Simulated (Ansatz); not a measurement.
Results of rVV10 (plane waves, PAW; Ansatz, a program for electronic structure) for SiO2 (P4₁2₁2, No. 92).

Numerical settings: plane-wave cutoff 500 eV, 6×6×6 k mesh, gaussian smearing 0.02 eV, scalar-relativistic PAW data made under PBE.

Cell (relaxed at this level):

O2Si has the tetragonal space group P4₁2₁2 (No. 92), Pearson symbol tP12. Lattice parameters: a = 4.9439 Å, b = 4.9439 Å, c = 6.8163 Å, α = 90.00°, β = 90.00°, γ = 90.00°. Si on 4a sees 4 O at 1.629 Å (tetrahedral). O on 8b sees 2 Si at 1.629 Å (bent). (Neighbours: up to the widest gap in distance over summed covalent radii, below 1.35, at either atom.)

Q: Estimate the band gap that the calculation returns.

A: 
- band gap: 5.27 eV (on the SCF k mesh)

Computed values are for the static lattice.

Cost on a shared machine: roughly 2.4 core-minutes.
